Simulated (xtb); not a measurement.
xtb 6.7.1, GFN2-xTB: Au(SH)(py) ([SH][Au]<-[n]1ccccc1), 14 atoms. The geometry is a generated start, not checked to be a minimum at this level.

```json
{
  "run_flags": "--grad",
  "method": "GFN2-xTB",
  "--acc": "1 (default)",
  "--etemp (K)": "300 (default)",
  "basis_functions": "50",
  "valence_electrons": "48"
}
```

```xyz
14

Au     0.7625     1.3628    -2.0617
S      1.4283     2.5642    -3.8694
H      2.7246     2.4735    -3.6517
C     -0.8303    -1.2030     1.8088
C     -0.8473    -1.7541     0.5366
C     -0.3905    -0.9950    -0.5254
N      0.0667     0.2445    -0.3773
C      0.0823     0.7750     0.8409
C     -0.3557     0.0909     1.9603
H     -1.1800    -1.7670     2.6595
H     -1.2077    -2.7565     0.3683
H     -0.3851    -1.3853    -1.5318
H      0.4570     1.7847     0.9149
H     -0.3246     0.5652     2.9281
```

Charge 0 and multiplicity 1 are set for this test and not shown to be the ground state.

One run each on 1 thread. Values of broydamp tried: 0.02, 0.05, 0.1, 0.2, 0.4 (default), 0.6, 0.8, 1.

Problem. Predict the course of the SCC iterations along this series.

Solution. Fewest SCC iterations: 0.4 (default) with 12. The count rises to 31 at 1. All converge to one solution.

| broydamp | SCC iterations | end |
|---|---|---|
| 0.02 | 30 | same solution |
| 0.05 | 28 | same solution |
| 0.1 | 27 | same solution |
| 0.2 | 21 | same solution |
| 0.4 (default) | 12 | same solution |
| 0.6 | 15 | same solution |
| 0.8 | 21 | same solution |
| 1 | 31 | same solution |
